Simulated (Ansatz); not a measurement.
The starting structures come from a database of crystals and need not be the phases stable at ambient conditions.

Data:

```yaml
crystal:
  lattice:
    - [4.84693, 0.00000, 0.00000]
    - [0.00000, 4.98540, 0.00000]
    - [0.00000, 0.00000, 7.08994]
  atoms:
    - { symbol: Al, position: [0.74785, 0.96949, 0.39040] }
    - { symbol: Al, position: [0.25215, 0.03051, 0.60960] }
    - { symbol: Al, position: [0.75215, 0.46949, 0.10960] }
    - { symbol: Al, position: [0.24785, 0.53051, 0.89040] }
    - { symbol: Al, position: [0.75215, 0.03051, 0.89040] }
    - { symbol: Al, position: [0.24785, 0.96949, 0.10960] }
    - { symbol: Al, position: [0.74785, 0.53051, 0.60960] }
    - { symbol: Al, position: [0.25215, 0.46949, 0.39040] }
    - { symbol: O, position: [0.89298, 0.89802, 0.65400] }
    - { symbol: O, position: [0.10702, 0.10198, 0.34600] }
    - { symbol: O, position: [0.60702, 0.39802, 0.84600] }
    - { symbol: O, position: [0.39298, 0.60198, 0.15400] }
    - { symbol: O, position: [0.60702, 0.10198, 0.15400] }
    - { symbol: O, position: [0.39298, 0.89802, 0.84600] }
    - { symbol: O, position: [0.89298, 0.60198, 0.34600] }
    - { symbol: O, position: [0.10702, 0.39802, 0.65400] }
    - { symbol: O, position: [0.95060, 0.75000, 0.00000] }
    - { symbol: O, position: [0.04940, 0.25000, 0.00000] }
    - { symbol: O, position: [0.54940, 0.25000, 0.50000] }
    - { symbol: O, position: [0.45060, 0.75000, 0.50000] }
```

Space group of this cell: Pbcn. The cell is taken as given; by r2SCAN its mean pressure is -7.3 GPa.

Level of theory: r2SCAN (plane waves, PAW; Ansatz, an electronic-structure program).

The current runs along the normal of the first two printed vectors; no spin-orbit coupling. Scaled by the factor s: the length along the current (ions clamped). The meshes follow the cell: 6×6×6 and 6×6 across at s = 0.97, 6×6×4 and 6×6 across at s = 1.00, 6×6×4 and 6×6 across at s = 1.03.

```
s     mean pressure (GPa)  band gap (eV)
----  -------------------  -------------
0.97                  0.1              ?
1.00                 -7.3           6.20
1.03                -13.3           5.90
```

Problem. Take the slope of the band gap against ln s from the two given rows, extrapolate to s = 0.97, and say what the run there gives.

Solution. Slope = (5.90 − 6.20) / ln 1.03 = -10.1 eV. The line gives 6.20 + (-10.1) × ln 0.97 = 6.51 eV. The run gives 6.46 eV, 0.05 eV under the line, 16 % of the predicted step.
